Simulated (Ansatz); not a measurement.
An Ansatz (a program for electronic structure) input (LDA (Ansatz, PAW, without spin-orbit coupling)):

Ansatz 0.2 input:
```yaml
crystal:
  lattice:
    - [0, 2.4821968074, 2.4821968074]
    - [2.4821968074, 0, 2.4821968074]
    - [2.4821968074, 2.4821968074, 0]
  atoms:
    - { symbol: Y, position: [0, 0, 0] }
    - { symbol: N, position: [0.5, 0.5, 0.5] }
basis: { ecutwfc: 420, ecutrho_ratio: 4, xc_grid: 2, fft_grid_basis: typed }
kpoints: { mp_grid: { grid: [12, 12, 12] } }
hamiltonian:
  xc: lda
  dispersion: none
  pseudopotentials: { kind: paw }
scf: { occupations: { method: fermi_dirac, width: 0.05 }, convergence: { dr2_threshold: 0.0000000002 } }
relax: { f_tol: 0.005, max_steps: 50 }
output: { forces: true, stress: true }
checkpoint: { write: state.ck, write_every: 1000 }
```

Q: Which symmetry and how many k-points will the program report, and about how many plane waves at Γ?

A: Space group Fm-3m (ITA 225) with 48 operations, k-points 72 of 1728, and 609 plane waves at Γ.

Q: And the final pressure?

A: -13.43 GPa (compression positive).

The cells carry an imposed strain or load. Stability against distortions was not tested. The cell was made from YN in the rock salt structure (space group Fm-3m, No. 225) by this change: isotropic strain +3.00 %.
